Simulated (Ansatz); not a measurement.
MgO under a change: tensor shear ε_xy = +0.29 %

Start from MgO in the rock salt structure (space group Fm-3m, No. 225; a = 4.2141 Å). Axes: x, y, z lie along the cube axes.

It is then changed as follows: a pure shear with ε_xy = ε_yx = 0.0029, atoms relaxed at fixed cell.

Level of theory: PBEsol/PAW in Ansatz (a first-principles code), no SOC. Settings: 13×13×13 k-points, 0.05 eV Fermi–Dirac smearing.

```tsv
quantity	base	changed	shift
volume per atom	9.35 Å³	9.35 Å³	0.00 Å³
space group	Fm-3m (No. 225)	Immm (No. 71)	–
energy relative to the base (free energy F)	0 meV/atom	+0.2 meV/atom	+0.2 meV/atom
pressure (mean of the normal stresses, compression positive)	0.01 GPa	0.01 GPa	0.00 GPa
band gap	4.62 eV	4.60 eV	-0.02 eV
gap character	direct at Γ	direct at Γ	–
electron mass	0.34 mₑ (at Γ)	0.34 mₑ (at Γ)	–
valence-band top at Γ (three highest levels, from the VBM)	0.00, 0.00, 0.00 eV	0.00, -0.02, -0.04 eV	–
stress (xx, yy, zz, yz, xz, xy; compression positive)	–	(0.01, 0.01, 0.00, 0.00, 0.00, -0.84) GPa	–
```

Final structure:

```
MgO
1.0
    0.00611     2.10705     2.10705
    2.10705     0.00611     2.10705
    2.11316     2.11316     0.00000
Mg O
1 1
Direct
  0.00000   0.00000   0.00000
  0.50000   0.50000   0.50000
```

The cells carry an imposed strain or load. Effective masses come from finite differences of ±0.01 Å⁻¹. Stability against distortions was not tested. k-point labels follow each cell's own Brillouin zone.
